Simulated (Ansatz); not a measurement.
Consider the following.

```xyz
2
Lattice="0.0063 2.1645 2.1645 2.1645 0.0063 2.1645 2.1708 2.1708 0.0000" Properties=species:S:1:pos:R:3 pbc="T T T"
Si     0.0000     0.0000     0.0013
C      1.0854     1.0854     1.0810
```

No spin polarisation.

All numbers come from Kohn–Sham DFT with the LDA functional, run in Ansatz (an electronic-structure program) with PAW and 420 eV plane waves, without spin-orbit coupling. Γ-centred 13×13×13 mesh, Fermi–Dirac width 0.05 eV.

Problem. What valence-band top at Γ (three highest levels, from the VBM) does the calculation give?

Solution. 0.00, -0.03, -0.06 eV.

Problem. What pressure (mean of the normal stresses, compression positive) does the calculation give?

Solution. 0.0 kbar.

Problem. Predict the space group.

Solution. Imm2 (No. 44).

The levels and masses belong to the bands next to the band gap. The cells carry an imposed strain or load. Stability against distortions was not tested. The cell was made from SiC in the zinc blende structure (space group F-43m, No. 216) by this change: tensor shear ε_xy = +0.29 %.
